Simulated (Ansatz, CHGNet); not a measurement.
## Si3N4 (P6₃/m, No. 176): lattice parameter c by level of theory

No measured value is used here.

| level (code) | value (Å) |
|---|---|
| CHGNet-r²SCAN (CHGNet) | 2.916 |
| LDA (Ansatz) | 2.891 |
| PBE (Ansatz) | 2.927 |
| PBEsol (Ansatz) | 2.910 |
| PBE-D3(BJ) (Ansatz) | 2.911 |
| PBE-D4 (Ansatz) | 2.911 |
| r²SCAN (Ansatz) | 2.906 |
| r²SCAN-D4 (Ansatz) | 2.900 |
| r²SCAN+rVV10 (Ansatz) | 2.903 |

Ansatz's density-functional and Hartree–Fock values are scalar-relativistic unless marked +SOC, with PAW data made under PBE.

Machine-learned potentials (CHGNet-r²SCAN) are trained on DFT data, which may include these solids.

Ansatz is a quantum-chemistry and plane-wave program.
